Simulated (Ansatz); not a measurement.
Consider the following.

End structure of a constructed model of the (0001) surface of hcp Os, a layer of In in place of the second plane (bottom of the slab: a bare face, its two planes held):

```yaml
crystal:
  lattice:
    - [2.75423, 0.00000, 0.00000]
    - [-1.37712, 2.38523, 0.00000]
    - [0.00000, 0.00000, 27.00000]
  atoms:
    - { symbol: Os, position: [0.66667, 0.33333, 0.29922] }
    - { symbol: Os, position: [0.33333, 0.66667, 0.37971] }
    - { symbol: Os, position: [0.66667, 0.33333, 0.45933] }
    - { symbol: Os, position: [0.33333, 0.66667, 0.53831] }
    - { symbol: In, position: [0.66667, 0.33333, 0.62849] }
    - { symbol: Os, position: [0.33333, 0.66667, 0.71605] }
```

Set-up: 6 atoms, 10.8 Å thick at the start; mesh 16x16x1; 0.1 eV smearing; dipole correction on; 2 atoms held, the rest relaxed; start symmetry kept, larger cells not searched; no spin, no spin-orbit, no U. It is one candidate, not shown to be the stable structure of the face.

Q: What is the computed work function of the top face (PBE run with Ansatz, an electronic-structure program)?

A: 5.67 eV
